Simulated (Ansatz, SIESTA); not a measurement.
## Code comparison for Nb3Sb (P1, 8 atoms in the cell)

Self-consistent single point, at a second geometry (atoms moved at random). First geometry:

```
CELL_PARAMETERS angstrom
      5.30247     0.00000     0.00000
      0.00000     5.30247     0.00000
      0.00000     0.00000     5.30247
ATOMIC_POSITIONS crystal
  Nb 0.25000 0.00000 0.50000
  Nb 0.75000 0.00000 0.50000
  Nb 0.50000 0.75000 0.00000
  Nb 0.50000 0.25000 0.00000
  Nb 0.00000 0.50000 0.75000
  Nb 0.00000 0.50000 0.25000
  Sb 0.00000 0.00000 0.00000
  Sb 0.50000 0.50000 0.50000
```

Second geometry:
```yaml
crystal:
  lattice:
    - [5.30247, 0.00000, 0.00000]
    - [0.00000, 5.30247, 0.00000]
    - [0.00000, 0.00000, 5.30247]
  atoms:
    - { symbol: Nb, position: [0.25668, 0.01276, 0.50052] }
    - { symbol: Nb, position: [0.75579, 0.99842, 0.50636] }
    - { symbol: Nb, position: [0.50273, 0.74434, 0.00026] }
    - { symbol: Nb, position: [0.49696, 0.25075, 0.00316] }
    - { symbol: Nb, position: [0.00230, 0.50177, 0.74293] }
    - { symbol: Nb, position: [0.99622, 0.49928, 0.24556] }
    - { symbol: Sb, position: [0.99590, 0.99476, 0.99168] }
    - { symbol: Sb, position: [0.49341, 0.49793, 0.50952] }
```

Shared settings, as Ansatz (a quantum-chemistry and plane-wave program) writes them: kpoints.mp_grid.grid = 5 5 5; scf.occupations.method = fermi_dirac; scf.occupations.width = 0.1 eV. Potentials and cutoffs stand in the table.

```csv
code,model,ΔF from the first geometry (meV/atom),pressure (GPa),largest force (eV/Å),cutoff
Ansatz,"LDA (PW92), PAW files made with PBE",11.8,-9.39,0.754,default
SIESTA,"LDA PW92, numerical atomic orbitals TZP, PseudoDojo LDA standard norm-conserving potentials (rewritten from UPF to PSML)",12.0,-8.82,0.765,grid 300 Ry
```

Size of the force on each atom (eV/Å): Sizes of forces hide their directions.

```json
[
 {"code": "Ansatz", "Nb1": "0.754", "Nb2": "0.558", "Nb3": "0.438", "Nb4": "0.224", "Nb5": "0.409", "Nb6": "0.150", "Sb7": "0.657", "Sb8": "0.708"},
 {"code": "SIESTA", "Nb1": "0.765", "Nb2": "0.579", "Nb3": "0.484", "Nb4": "0.264", "Nb5": "0.422", "Nb6": "0.134", "Sb7": "0.671", "Sb8": "0.723"}
]
```

On Ansatz's run: spin-orbit coupling is off. Spin polarisation is off.

The spread over the programs that give each value: ΔF from the first geometry within 0.2 meV/atom; pressure within 0.57 GPa; largest force within 0.011 eV/Å.

SIESTA uses small atom-centred bases, whose incompleteness enters pressures, forces and empty levels differently from a plane-wave cutoff. Ansatz's pressure is given at a fixed set of plane waves, as the other plane-wave codes print theirs.

The starting cell comes from a database of computed structures (which also holds hypothetical and non-ambient phases and stackings), without a prior relaxation at this level. Its lattice was rescaled by a random factor within 2.5 % of one. For this run, on top of that: atoms moved at random.

Keys are those of Ansatz 0.2.
